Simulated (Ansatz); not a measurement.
Worked calculations on one periodic cell of amorphous Si24O53Ta2: Si24O53Ta2, 79 atoms, volume 1180.5 Å³, made by a melt-quench on the CHGNet potential and relaxed with DFT. O atoms were pushed apart under 1.9 Å during the dynamics, to hinder bonds among them. It is a model cell: composition and starting density were chosen by hand, and all elements were melted together. Method: PBE, scalar-relativistic without spin-orbit coupling (plane waves to 420 eV, PAW; Ansatz, a first-principles code). Sampling: a 2×2×2 Γ-centred mesh; Fermi-Dirac width 0.02 eV; no spin polarisation. Its volume was held where the quench left it, its shape was free, and it stands at a mean pressure of 0.0 GPa with stress components up to 0.0 GPa; the relaxation ran on the zone centre alone. Its density went from a set 2.65 to 2.65 g/cm³. The cell is small and was quenched far faster than a real film, so it is one sample of the glass.

Count formal charges (Si +4, O -2, Ta +5). What does the count lead one to expect at the Fermi level, and what does the calculation give?

24 × (+4) + 53 × (-2) + 2 × (+5) = 0. The charges balance, so the anion-derived valence states can be full and a gap can open. On this mesh the highest filled and lowest empty level lie 3.01 eV apart; localised defect or tail levels set that (at the zone centre the more localised edge state sits most on one Ta atom with neighbours O 1.84 Å, O 1.86 Å, O 1.89 Å, O 1.91 Å, O 2.28 Å), and the nearest spread-out levels lie 5.6 eV apart.

Four energies for an added electron at PBE on the zone centre alone (charged cells in a uniform background, spin-polarised): neutral at the neutral geometry -65279.012 eV; charged at the neutral geometry -65272.874 eV; charged and relaxed -65273.465 eV; neutral at the charged geometry -65278.197 eV.

Find the two relaxation energies and their sum, the reorganisation energy.

On charging: -65272.874 − (-65273.465) = 0.591 eV. On discharging: -65278.197 − (-65279.012) = 0.815 eV. The sum is 1.406 eV. The carrier's level spreads over 3 of the 79 atoms' worth, so it counts as localised, most on one Ta atom with neighbours O 1.84 Å, O 1.86 Å, O 1.89 Å, O 1.91 Å, O 2.28 Å (neutral geometry). The values are uncorrected: the image energy of a point charge in this cell, 2.84 × 14.40 / (2 × 10.6) = 1.9 eV before screening, is screened by electrons alone at the fixed geometry and by ions too after relaxing, and the carrier can be spread before it relaxes, so each term can be off by up to that value times 1/ε∞, some tenths of an eV. PBE's self-interaction favours spread-out carriers, so a hybrid can localise more.

Four energies for a hole at PBE on the zone centre alone (charged cells in a uniform background, spin-polarised): neutral at the neutral geometry -65279.012 eV; charged at the neutral geometry -65280.912 eV; charged and relaxed -65281.264 eV; neutral at the charged geometry -65278.388 eV.

Find the two relaxation energies and their sum, the reorganisation energy.

On charging: -65280.912 − (-65281.264) = 0.352 eV. On discharging: -65278.388 − (-65279.012) = 0.624 eV. The sum is 0.976 eV. The carrier's level spreads over 5 of the 79 atoms' worth, so it counts as localised, most on one O atom with neighbours Si 1.61 Å, Si 1.72 Å (neutral geometry). The values are uncorrected: the image energy of a point charge in this cell, 2.84 × 14.40 / (2 × 10.6) = 1.9 eV before screening, is screened by electrons alone at the fixed geometry and by ions too after relaxing, and the carrier can be spread before it relaxes, so each term can be off by up to that value times 1/ε∞, some tenths of an eV. PBE's self-interaction favours spread-out carriers, so a hybrid can localise more.
